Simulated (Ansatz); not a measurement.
Take GaN (space group P4_2/mnm, No. 136; a = 5.4704 Å, c = 3.1829 Å; a hypothetical phase, not in the database extracts checked) as the base.

Levels (all Ansatz, an electronic-structure program, PAW): PBEsol (420 eV, no spin-orbit coupling); PBEsol+SOC (420 eV, spin-orbit coupling included).

The geometry is relaxed with PBEsol.

- PBEsol band gap = 1.87 eV
- PBEsol electron mass = 0.17 mₑ (at Γ)

Q: How does going to PBEsol+SOC change the valence-band top at Γ, band gap and electron mass?

A: The valence-band top at Γ (three highest Kramers pairs, from the VBM) is 0.00, -0.01, -0.12 eV; the band gap is still 1.87 eV; the electron mass remains 0.17 mₑ (at Γ).

Single points use the geometry relaxed with PBEsol. The spin-orbit shifts are approximate. Effective masses come from finite differences of ±0.01 Å⁻¹. No phonon test of stability was made.
